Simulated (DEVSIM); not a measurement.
System: abrupt CdTe n-p junction, at 300 K.

Layer 1 from the left is CdTe, thickness (μm) 32.0, Nd (cm⁻³) 1.3e17, τn (s) 6.5e-8, τp (s) 6.5e-8. Layer 2 from the left is CdTe, thickness (μm) 15.0, Na (cm⁻³) 2.2e14, τn (s) 6.5e-8, τp (s) 6.5e-8.

Left contact: ohmic. Right contact: ohmic. Voltage is applied to the left contact. Recombination: SRH at mid-gap, radiative. Mobility is μmin + (μ − μmin)/(1 + (N/Nref)^α).

The device is made up for the run: typed textbook-type constants, with dimensions and the other settings drawn at random. Values at 300 K.

CdTe: gap (eV) 1.5, affinity (eV) 4.28, permittivity 10.2, Nc (cm⁻³) 8e17, Nv (cm⁻³) 1.8e19, μn (cm²/Vs) 1000, μp (cm²/Vs) 80, μn,min 100, μp,min 10, Nref,n 1e17, Nref,p 1e17, αn 0.6, αp 0.6, B (cm³/s) 1e-10.

### Question
Estimate by hand the built-in potential, the peak field at zero bias, the capacitance at 0.6 V, and compare with a numerical solution.

### Answer

- Built-in potential: ni = √(Nc Nv) exp(−Eg/2kT) = 954000 cm⁻³ with Eg = 1.500 eV; Vbi = kT/q ln(Na Nd/ni²) = 1.161 V; numerical 1.161 V.
- Peak field at zero bias: depletion approximation: W = √(2εVbi/(qN)) = 2.44 μm with N = 2.20e14 cm⁻³; field = 2Vbi/W = 9510 V/cm; numerical 22200 V/cm (estimate below by 57 %).
- Capacitance at 0.6 V: C = √(qεN / 2(Vbi + |V|)) = 3.00 nF/cm²; numerical 3.10 nF/cm² (estimate below by 3.0 %).

Model (solved in DEVSIM): 1D drift-diffusion, Boltzmann statistics, complete ionisation; no tunnelling, impact ionisation, image-force lowering or self-heating.
